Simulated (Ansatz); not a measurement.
# Effect of isotropic strain +1.80 % on CsPbCl3

Take CsPbCl₃ in the cubic perovskite structure (space group Pm-3m, No. 221; a = 5.7356 Å) as the base.

It is then changed as follows: the cell is scaled by 1.0180 in all directions; the atoms relax in the strained cell.

All numbers come from PBE/PAW in Ansatz (a first-principles code), spin-orbit coupling left out. Settings: 6×6×6 k-points, 0.05 eV Fermi–Dirac smearing.

The volume per atom goes up by 2.07 Å³ (37.74 Å³ → 39.81 Å³) and the space group remains Pm-3m (No. 221). The energy grows by 7.0 meV/atom and the pressure goes from zero to -1.03 GPa. The band gap rises by 0.17 eV, from 2.21 eV to 2.38 eV and the gap character is still direct at R. The mean gap deformation potential ΔEg/Δln V is +3.2 eV and the electron mass (degenerate bands, along [100]) goes from 0.12, 0.93, 0.93 mₑ (at R) to 0.13, 1.0, 1.0 mₑ (at R). The hole mass becomes 0.25 mₑ (at R) (base: 0.22 mₑ (at R)).

Spin-orbit coupling, missing from the scalar runs, can matter with Pb. Effective masses come from finite differences of ±0.01 Å⁻¹. Whether these cells are dynamically stable was not tested. Many cubic perovskites are stable only at high temperature; tilts and polar distortions were not tested. This is not the structure that CsPbCl3 has at room temperature and ambient pressure.
